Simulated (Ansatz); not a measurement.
Computed with PBE (plane waves to 420 eV, PAW; Ansatz, a quantum-chemistry and plane-wave program).

Plane-averaged electrostatic potential energy along the normal, in eV from the Fermi level, for the (0001) surface of hcp Os, top plane shifted to the other hollow (bottom of the slab: a bare face, its two planes held):

```
z (Å)  V (eV)
-----  ------
3.72     5.37
4.01     5.37
4.30     5.36
4.58     5.36
4.87     5.35
5.16     5.33
5.44     5.28
5.73     5.19
6.02     4.98
6.30     4.56
6.59     3.66
6.88     1.78
7.16    -2.50
7.45   -10.29
7.73   -17.66
8.02   -21.26
8.31   -19.50
8.59   -13.24
8.88    -5.71
9.17    -2.57
9.45    -6.64
9.74   -14.44
10.03  -20.42
10.31  -21.76
10.60  -17.85
10.89  -10.49
11.17   -4.02
11.46   -3.92
11.74  -10.25
12.03  -17.62
12.32  -21.64
12.60  -20.39
12.89  -14.49
13.18   -6.80
13.46   -2.71
13.75   -5.72
14.04  -13.23
14.32  -19.66
14.61  -21.73
14.90  -18.43
15.18  -11.29
15.47   -4.16
15.76   -2.40
16.04   -7.30
16.33  -15.14
16.61  -20.75
16.90  -21.53
17.19  -17.16
17.47   -9.64
17.76   -3.69
18.05   -4.76
18.33  -11.69
18.62  -18.52
18.91  -21.39
19.19  -18.89
19.48  -12.12
19.77   -4.04
20.05    1.07
20.34    3.25
20.62    4.29
20.91    4.78
21.20    5.01
21.48    5.12
21.77    5.17
22.06    5.20
22.34    5.21
22.63    5.21
22.92    5.22
23.20    5.22
```

Model: 6-atom slab, 11.4 Å thick at the start, 16x16x1 mesh, Fermi-Dirac 0.1 eV, dipole correction, 2 atoms held, the rest relaxed; symmetry of the start imposed; no spin, no spin-orbit, no U. It is one candidate, not shown to be the stable structure of the face.

The vacuum level lies 5.22 eV above the Fermi level over the top face and 5.37 eV above it under the bottom face.
